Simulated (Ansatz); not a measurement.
## 4H silicon carbide: the defect Al_Si+V_C

All values below come from PBE, PAW (plane waves to 420 eV; Ansatz, a program for electronic structure). The supercell holds 96 host sites (3×2×1 repeats of the unit cell), with a 2×2×2 shifted k-point sampling for the final energies. Sites at the start: the Si(h) site; C(k) 1.90 Å away. Finite-size correction: monopole term and site-potential alignment. Dielectric constants: PBE linear response of the host. Host gap at this level: 2.23 eV. A cell of this size leaves errors of a few tenths of an eV. Levels are measured in PBE's own, too narrow, gap. Spin–orbit coupling is left out. Each state is the lowest found from its start.

Formation energies E_f are given with the Fermi level at the valence-band maximum. Chemical conditions: C-rich (Δμ(C) = 0.00 eV, Δμ(Si) = -0.41 eV, Δμ(Al) = -0.16 eV, bounded by Al4C3 (R-3m); only phases computed here count, gases as isolated molecules at 0 K). Reference phases: Al: fcc Al, C: graphite, Si: silicon.

```
charge         moment (μB)  largest move off a lattice site (Å)  image correction with alignment (eV)  E_f, C-rich (eV)
------  ------------------  -----------------------------------  ------------------------------------  ----------------
+2*               quenched                                 0.13                                     –                 –
+1      not spin-polarised                                 0.14                                  0.08              2.15
0                      1.0                                 0.10                                  0.01              3.56
```

* At this level the carrier isn't localised at the defect: at charge +2 holes occupy the valence band. Such a state is shallow or no state of the defect, and this cell gives it no level.

Starting moments that weren't kept: charge +2 began with 1 μB and ended with 0.0.

Transition levels above the valence-band maximum: ε(+1/0) = 1.41 eV. On the lower envelope of the bound states, inside the gap: (+1/0) at 1.41 eV.

Flagged in the runs: a host whose relaxation on this sampling wasn't shown to rest.

All states together cost roughly 110 core-minutes.
